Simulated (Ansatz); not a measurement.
A computed series for CaB6: element substitutions

Consider CaB6 (space group Pm-3m, No. 221).

CaB6 is taken in the cubic space group Pm-3m (No. 221), Pearson symbol cP7. Cell: a = 4.148 Å, b = 4.148 Å, c = 4.148 Å, α = 90.00°, β = 90.00°, γ = 90.00°. Ca on 1a is coordinated by 24 B at 3.050 Å. B on 6f is coordinated by 5 B at 1.674–1.749 Å and 4 Ca at 3.050 Å. (Neighbours: up to the widest gap in distance over summed covalent radii, below 1.35, at either atom; cation-cation and far metal-metal contacts left out.)

Each row replaces one element on all its sites; cell and atoms are relaxed.

The values are results of Ansatz (a first-principles code) PBE, no spin-orbit coupling, not measurements.

Before the change:

```
Quantity                 Result
-------------------  ----------
Lattice parameter a  7.838 bohr
```

Task: The aim is a lattice parameter a between 13.348 bohr and 14.472 bohr. Which of these changes reaches it?
A) B → Tl
B) Ca → Be
C) Ca → Mg

Result: A, B → Tl. It gives 14.016 bohr; Ca → Be gives 7.737 bohr; Ca → Mg gives 7.768 bohr. Changes not listed may reach it too

Stability against distortions was not tested. As relaxed here, BeB6, MgB6 and CaTl6 are hypothetical phases, not in the database extracts checked. All final runs are without spin polarisation.
